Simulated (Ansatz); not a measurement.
MoS2: response to strain

Base system: MoS2 in the 3R-MoS2 type structure (space group R3m, No. 160; layered, stacked along the Cartesian z axis).

```
MoS2
1.0
    1.57661     0.91026     5.99789
   -1.57661     0.91026     5.99789
    0.00000    -1.82051     5.99789
Mo S
1 2
Direct
  0.00002   0.00002   0.00002
  0.75353   0.75353   0.75353
  0.57975   0.57975   0.57975
```

Cartesian axes are those of the cell as printed.

Strains are applied to the cell and any free atomic positions relax; under biaxial strain the out-of-plane vector relaxes too.

Computed with PBE-D3(BJ) (Ansatz, a program for electronic structure; PAW; 420 eV plane waves; spin-orbit coupling left out), earlier PAW set.

Candidates:
(a) biaxial strain +4.24 %, plane normal [001], relaxed out of plane
(b) isotropic strain −1.00 %
(c) isotropic strain −1.37 %

Base values:

| Item | Value |
|---|---|
| Band gap | 0.77 eV |

Task: Order them by band gap, highest first.

Result: (b) isotropic strain −1.00 % (0.70 eV), (c) isotropic strain −1.37 % (0.68 eV), (a) biaxial strain +4.24 %, plane normal [001], relaxed out of plane (0.19 eV)

Stability against distortions was not tested. The zero or small gap of MoS2 under biaxial strain +4.24 %, plane normal [001], relaxed out of plane can change with the level of theory.
